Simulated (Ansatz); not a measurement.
A self-consistent single point of InBi (R3m, 2 atoms in the cell) with Ansatz (a first-principles code)

Computed with PBEsol, default PAW files made with PBE (plane waves; Ansatz).

This input was run:

Ansatz 0.2 input:
```yaml
# InBi
crystal:
  lattice:
    - [0.000000, 3.393691, 3.393691]
    - [3.393691, 0.000000, 3.393691]
    - [3.393691, 3.393691, 0.000000]
  atoms:
    - { symbol: In, position: [0.004253, 0.004253, 0.004253] }
    - { symbol: Bi, position: [0.250000, 0.250000, 0.250000] }
basis:
  ecutwfc: 420.0 eV
kpoints:
  mp_grid:
    grid: [9, 9, 9]
hamiltonian:
  xc: pbesol
  pseudopotentials:
    kind: paw
scf:
  occupations:
    method: gaussian
    width: 0.1 eV
output:
  forces: true
  eigenvalues: true
  stress: true
```

Output (repeated stretches shortened):

```
WARN ansatz: RAYON_NUM_THREADS=1 ignored (pool sized by the plan → 1); use --threads N
Pseudopotentials: kind: paw
Pseudopotential: In, paw, valence charge 13
Pseudopotential: Bi, paw, valence charge 15
Crystal: 2 atoms, lattice volume = 78.171 Å³
Basis set: ecut = 420 eV, 1471 PW (Γ), exchange–correlation on 72×72×72 points (8 copies of the dense FFT grid, shifted against one another)
Bands: 18, of which v1, the nominal top of the filled ones, is band 14 counted from 1 (13 counted from 0)
Symmetry: 6 space group operations
Space group: R3m (ITA 160), of the structure as read, at distance tolerance 4.3e-5 Å
k-points: 85 of 729 (time reversal used)
PAW frozen core: In, regenerated for the run's functional, and the local potential with it
PAW frozen core: Bi, regenerated for the run's functional, and the local potential with it
Initial density: superposition of atomic densities (neutral atoms: chi_scale 0, normalization atom), corrected by the library's trained network
Initial wavefunctions: pseudopotential atomic-orbital guess
Eigensolver: davidson
Functional: x = pbesol(κ = 0.804, μ = 0.12345679012345678), c = pbesol(β = 0.046)
SCF iter   1: F=—  HF=-17767.293703 eV  |F-HF|=—  |Δ(HF+E_count)|=         —  Δρ=2.88e-3  dr2=9.95e-3  ethr=1.77e-3  ⟨swp⟩=5.8  Hψ=7923  notcnv=0
all-band conjugate gradients solve this SCF's bands
preconditioner: auto → Kerker (q_TF=auto, 2.299 Å⁻¹)
SCF iter   2: F=—  HF=-17767.291025 eV  |F-HF|=—  |Δ(HF+E_count)|=   2.68e-3  Δρ=1.60e-3  dr2=4.63e-3  ethr=3.55e-5  ⟨swp⟩=1.3  Hψ=2370  notcnv=0
SCF iter   3: F=—  HF=-17767.290749 eV  |F-HF|=—  |Δ(HF+E_count)|=   2.76e-4  Δρ=5.98e-4  dr2=7.01e-4  ethr=1.65e-5  ⟨swp⟩=3.0  Hψ=2722  notcnv=0
SCF iter   4: F=—  HF=-17767.291033 eV  |F-HF|=—  |Δ(HF+E_count)|=   2.84e-4  Δρ=2.88e-4  dr2=1.56e-4  ethr=2.50e-6  ⟨swp⟩=2.7  Hψ=2475  notcnv=0
SCF iter   5: F=—  HF=-17767.291107 eV  |F-HF|=—  |Δ(HF+E_count)|=   7.42e-5  Δρ=8.91e-5  dr2=1.08e-5  ethr=5.57e-7  ⟨swp⟩=2.7  Hψ=2368  notcnv=0
SCF iter   6: F=—  HF=-17767.291123 eV  |F-HF|=—  |Δ(HF+E_count)|=   1.57e-5  Δρ=3.11e-5  dr2=8.50e-7  ethr=3.85e-8  ⟨swp⟩=2.0  Hψ=1874  notcnv=0
SCF iter   7: F=-17767.291124 eV  HF=-17767.291124 eV  |F-HF|=8.58e-8  |Δ(HF+E_count)|=   1.06e-6  Δρ=6.26e-6  dr2=2.75e-8  ethr=3.57e-10  ⟨swp⟩=4.8  Hψ=7709  notcnv=0
SCF 1 converged in 7 iterations: F = -17767.291124 eV  dr2 = 2.75e-8
SCF converged after 7 iterations
Free energy (F): -17767.291124 eV
Harris-Foulkes:  -17767.291124 eV  (|F-HF|=8.58e-8)
Internal energy: -17767.288955 eV  (E = F + TS)
E sigma→0 (E₀):  -17767.290040 eV
Entropy (-TS):   -0.002169 eV (-1.084 meV/atom)
Fermi energy:    6.601749 eV
--- Per-component energies (eV) ---
  E_band       = -219.981826
  E_kinetic    = 545.355774
  E_local      = -3213.650749  (includes V_loc(G=0)·N_el)
  E_nonlocal   = 928.359897
  E_hartree    = 1175.799280
  E_xc         = -362.439924
  E_vxc        = -242.400712  (∫ρ·V_xc dr)
  E_paw        = -14593.271356  (= ΣΔE_a)
  E_vpaw       = -589.247891  (= ΣTr[D̂ρ^β])
  E_aug_tail   = -0.000443  (compensation charges beyond the density's cutoff)
  E_ewald      = -2247.767089
  E_core_change = 0.325655  (= ΣΔE_core)
  E_smearing   = -0.002169  (= −TS)
  E_closure    = -0.000000  (closes the sum)
  Σ components = -17767.291124   (vs F -17767.291124, Δ=0.00e0)
--- Forces (eV/Å), atoms counted from 1 ---
  atom   1  In    -0.14462015    -0.14462015    -0.14462015
  atom   2  Bi     0.14462048     0.14462048     0.14462048
  max |Σ_I F_I| component: 3.28e-7 eV/Å
--- Stress (GPa, compression-positive) ---
       -0.932420       0.387422       0.387422
        0.387422      -0.932420       0.387422
        0.387422       0.387422      -0.932420
  P = ⅓ Tr σ = -0.9324 GPa (-9.324 kbar)
  The stress holds the Pulay correction. Without it, at fixed plane waves, as pw.x and ABINIT print it: P = -0.9555 GPa
--- Band table (eV; the first three rows and the last of 85) ---
  k-point 0: bands = ["-15.7198", "-15.7098", "-15.7098", "-15.6857", "-15.6857", "-7.8680", "-7.8587", "-7.8587", "-7.8018", "-7.8018", "-4.8114", "4.7153", "6.5951", "6.7655", "6.7655", "9.4809", "9.4809", "9.6369"]
  k-point 1: bands = ["-15.7196", "-15.7097", "-15.7096", "-15.6855", "-15.6855", "-7.8707", "-7.8617", "-7.8571", "-7.8021", "-7.8020", "-4.7292", "4.0928", "6.4623", "6.6155", "6.9265", "9.6275", "9.6794", "9.8448"]
  k-point 2: bands = ["-15.7191", "-15.7095", "-15.7091", "-15.6852", "-15.6848", "-7.8877", "-7.8586", "-7.8533", "-7.8029", "-7.8025", "-4.5039", "2.9782", "6.1589", "6.3094", "6.8479", "10.0402", "10.2247", "10.5056"]
  k-point 84: bands = ["-15.7200", "-15.7075", "-15.7071", "-15.6847", "-15.6843", "-7.9304", "-7.8415", "-7.8410", "-7.8045", "-7.8041", "-3.8731", "1.1483", "4.9642", "5.6796", "7.4510", "10.2018", "10.6995", "12.6997"]
```

The run converged in 7 iterations.

The starting cell comes from a database of computed structures (which also holds hypothetical and non-ambient phases and stackings), without a prior relaxation at this level. Its lattice was rescaled by up to half a per cent. One atom was moved a little off its site on purpose. Spin-orbit coupling is off. Ansatz's pressure includes its estimate of the finite-basis (Pulay) stress.
